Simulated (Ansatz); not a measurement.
BeS under load (space group F-43m), Ansatz (a program for electronic structure) with r2SCAN with spin-orbit coupling, rigid bands. Condition of this run: hydrostatic pressure -2 GPa (the target of the relaxation). Band gap 3.61 eV, N_c = 2.06e19 cm⁻³ and N_v = 4.74e19 cm⁻³ at 300 K, conductivity masses of 0.377 mₑ (electrons) and 0.806 mₑ (holes). Take k_BT = 0.02585 eV.

**Question.** What thermal injection velocity √(2k_BT/πm) limits a ballistic channel?

**Answer.** 8.76e6 cm/s for electrons and 5.99e6 cm/s for holes, a ratio of √(m_h/m_e) = 1.46, for dilute carriers.

**Question.** A film of it is 2 nm thick. Estimate the confinement energies in an infinite well.

**Answer.** ħ²π²/(2m t²) = 0.376 eV·nm²/(m/mₑ × t²) gives 249 meV for electrons and 117 meV for holes, so the gap would widen to about 3.98 eV. Finite barriers and nonparabolic bands lower this, and with several valleys or bands the heaviest mass along the normal sets the lowest level, not this average.

**Question.** Find the intrinsic carrier density and the intrinsic Fermi level.

**Answer.** n_i = √(N_c N_v) exp(−E_g/2k_BT) = 3.12e19 × exp(−69.82) = 1.5e-11 cm⁻³. The level lies (k_BT/2) ln(N_v/N_c) = 11 meV from mid-gap (positive towards the conduction band). Each 0.1 eV added to the gap lowers n_i by a factor of 6.9.

Rigid bands with the computed gap; masses take one relaxation time for all states.
